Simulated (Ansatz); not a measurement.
We consider CsCl-type AuZn (cubic form, which distorts at low temperature), described by LDA in Ansatz (PAW).

Settings: plane-wave cutoff 520 eV, 18×18×18 k mesh, Fermi–Dirac smearing 0.05 eV, scalar-relativistic PAW data made under PBE.

Computed at the level's own relaxed cell.

Q: Estimate the equilibrium volume per atom, bulk modulus, lattice constant a and pressure derivative B′ of the bulk modulus that the calculation returns.

A: 
equilibrium volume per atom: 14.83 Å³/atom
bulk modulus: 159 GPa
lattice constant a: 3.096 Å
pressure derivative B′ of the bulk modulus: 5.4

The run finds no gap.

Measured, for comparison: bulk modulus 131 GPa (temperature not stated, not corrected to a static lattice; as tabulated in Nepal et al. (2020), arXiv:2007.11150). Computed (rounded) less measured: bulk modulus +21 %.

Note: symmetry holds this phase in the static calculation, where it need not be a minimum.

Spin–orbit coupling is not included; it can shift volumes and moduli of such heavy elements.

Static lattice: no zero-point or thermal effects.

Ansatz is a first-principles code.
